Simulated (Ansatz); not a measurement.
The starting structures come from a database of crystals and need not be the phases stable at ambient conditions.

 Where the default PAW files enter, the runs use the earlier of Ansatz's two default sets.

By PBEsol, the system below comes out a metal.

Without scattering a metal conducts by its projected Fermi surface.

Input:

```
Au
1.0
    4.68747     0.00000     0.00000
   -2.34373     4.05947     0.00000
    2.34373     1.35316     0.95683
Au
1
Cartesian
  0.00000   0.00000   0.00000
```

Space group of this cell: Im-3m, bcc (W type). The cell is taken as given; by PBEsol its mean pressure is -9.3 GPa.

The current flows along the normal of the first two printed cell vectors, the (111) plane of the conventional cell. No spin-orbit coupling; the value is a mean over 0.1 eV about the Fermi level.

Task: State the ballistic conductance per area according to PBEsol (Ansatz, a program for electronic structure).

Result: 0.90 × 10¹⁵ S/m² for both spins.
